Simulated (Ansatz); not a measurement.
Variants of one calculation on BiAsPbO5 (P1, 16 atoms in the cell)

```
BiAsPbO5
1.0
    6.70038    -2.81235     0.00000
    6.70038     2.81235     0.00000
   -2.68826     0.00000     6.72518
Bi As Pb O
2 2 2 10
Direct
  0.98535   0.98318   0.74154
  0.01171   0.02270   0.24790
  0.34283   0.33079   0.34989
  0.65237   0.67895   0.65450
  0.66494   0.64723   0.11739
  0.33464   0.34258   0.88891
  0.80326   0.79521   0.70473
  0.20401   0.19097   0.28894
  0.12242   0.60395   0.23184
  0.90151   0.38818   0.77543
  0.39162   0.88795   0.77153
  0.60988   0.10361   0.22544
  0.39904   0.41985   0.60106
  0.57220   0.60983   0.40005
  0.24237   0.75890   0.00810
  0.76185   0.23612   0.99276
```

Base run A: HSE06, default PAW files made with PBE in Ansatz (a first-principles code), self-consistent single point.

Its settings: basis.ecutwfc = 420 eV; kpoints.mp_grid.grid = 2 2 2; hamiltonian.xc = hse06; hamiltonian.pseudopotentials = {kind: paw} (the program's default PAW files); scf.occupations.method = fixed.

The starting cell comes from a database of computed structures (which also holds hypothetical and non-ambient phases and stackings), without a prior relaxation at this level. Its atoms were displaced at random from the sites of space group no. 12. Spin-orbit coupling is off. In the base run, with a pressure of about -6 GPa the cell is away from its equilibrium volume at this level. In the base run, forces exceed 1 eV/Å. Ansatz's pressure includes its estimate of the finite-basis (Pulay) stress.

ΔF is the free energy per atom less that of run A. A dash stands where there is no value to compare (another energy zero or no entropy term, no result, no spin, no clean gap, or a mesh too coarse for one). Absolute energies have different zeros for different potentials, functionals, Hubbard and dispersion terms and are not compared across them.

Run A gave: pressure (GPa) -6.16; largest force (eV/Å) 2.948; gap on the mesh (eV) 3.509; k-points 8.

Runs:
- B: hamiltonian.xc: hse06 → pbesol [PBEsol]
- C: hamiltonian.xc: hse06 → pbe0 [PBE0]
- D: kpoints.mp_grid.grid: 2 2 2 → 1 1 1
- E: kpoints.mp_grid.grid: 2 2 2 → 3 3 2
- F: scf.convergence.dr2_threshold: default (1e-07 eV) → 1e-05 eV
- G: scf.eigensolver.kind: default (the program chose davidson) → davidson
- H: scf.mixing.algorithm: default (the program chose MSR1) → anderson; scf.mixing.beta: default → 0.7
- I: scf.mixing.algorithm: default (the program chose MSR1) → anderson

Problem. What does run D change against A?

Solution. The free energy falls by 53.9 meV/atom, the pressure goes from -6.16 to -6.81 GPa, the largest force goes from 2.948 to 3.110 eV/Å and the gap on the mesh goes from 3.509 to 4.746 eV.

Problem. What does run E change against A?

Solution. The free energy falls by 5.6 meV/atom, the pressure moves little (-6.16 to -6.20 GPa), the largest force hardly changes (2.948 to 2.949 eV/Å) and the gap on the mesh goes from 3.509 to 3.747 eV.

```csv
run,ΔF (meV/atom),pressure (GPa),largest force (eV/Å),gap on the mesh (eV),k-points
A,0.00,-6.16,2.948,3.509,8
B,–,-5.11,2.868,2.183,8
C,–,-6.27,2.951,4.230,8
D,-53.9,-6.81,3.110,4.746,1
E,-5.6,-6.20,2.949,3.747,10
F,0.00,-6.16,2.948,3.509,8
G,0.00,-6.16,2.948,3.509,8
H,0.00,-6.16,2.948,3.509,8
I,0.00,-6.16,2.948,3.509,8
```

Keys are those of Ansatz 0.2.
